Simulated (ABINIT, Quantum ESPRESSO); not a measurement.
An ABINIT input for a self-consistent single point of LaZnGa (P6_3/mmc, 6 atoms in the cell) (DFT, PBEsol, plane waves, PAW (JTH v2.0 PBE PAW, files made for PBE)):

```
# LaZnGa, JTH v2.0 PBE PAW
pp_dirpath "./"
pseudos "La.GGA_PBE-JTH.xml, Zn.GGA_PBE-JTH.xml, Ga.GGA_PBE-JTH.xml"
acell 3*1.0
rprim
         8.4887630532    0.0000000191    0.0000000000
        -4.2443815431    7.3514844412    0.0000000000
         0.0000000000    0.0000000000   15.2067773030
natom 6
ntypat 3
znucl 57 30 31
typat 1 1 2 2 3 3
xcart
         0.0000000000    0.0000000000    4.0235400000
         0.0000000000    0.0000000000    0.0000000000
        -0.0000000058    2.5934920251    6.0353100000
         2.2460299753    1.2967460176    2.0117700000
        -0.0000000058    2.5934920251    2.0117700000
         2.2460299753    1.2967460176    6.0353100000
      Angstrom
ecut 30
pawecutdg 60
pawxcdev 0
ixc -116133
occopt 7
tsmear 0.1 eV
nband 46
kptopt 1
ngkpt 6 6 3
nshiftk 1
shiftk 0 0 0
nstep 80
tolvrs 1.0e-10
prtwf 0
prtden 0
enunit 2
```

Write the same calculation as an input for Quantum ESPRESSO.

One input that does it (others would too):

```fortran
&CONTROL
 calculation = 'scf'
 prefix = 'pwscf'
 outdir = './work'
 pseudo_dir = './'
 tprnfor = .true.
 tstress = .true.
/
&SYSTEM
 ibrav = 4
 celldm(1) = 8.48876305
 celldm(3) = 1.7914008446
 nat = 6
 ntyp = 3
 ecutwfc = 50
 ecutrho = 250
 occupations = 'smearing'
 smearing = 'gauss'
 degauss = 0.0073499
/
&ELECTRONS
 conv_thr = 1.0d-9
 mixing_beta = 0.5
/
ATOMIC_SPECIES
La   138.9055  la_pbesol_v1.uspp.F.UPF
Zn    65.3800  zn_pbesol_v1.uspp.F.UPF
Ga    69.7230  ga_pbesol_v1.4.uspp.F.UPF
ATOMIC_POSITIONS {crystal}
La    0.00000000    0.00000000    0.50000000
La    0.00000000    0.00000000    0.00000000
Zn    0.33333333    0.66666667    0.75000000
Zn    0.66666667    0.33333333    0.25000000
Ga    0.33333333    0.66666667    0.25000000
Ga    0.66666667    0.33333333    0.75000000
K_POINTS {automatic}
6 6 3  0 0 0
```

Basis, cutoffs, solver keys and any potentials are the target program's own. This input uses DFT, PBEsol, plane waves, GBRV 1.5 ultrasoft (PBESOL) pseudopotentials. Both were run: pressure -2.42 GPa in ABINIT and -2.70 in Quantum ESPRESSO.

On ABINIT: the starting cell comes from a database of computed structures (which also holds hypothetical and non-ambient phases and stackings), without a prior relaxation at this level. The potentials were made for another functional than the one used.

On Quantum ESPRESSO: the starting cell comes from a database of computed structures (which also holds hypothetical and non-ambient phases and stackings), without a prior relaxation at this level.
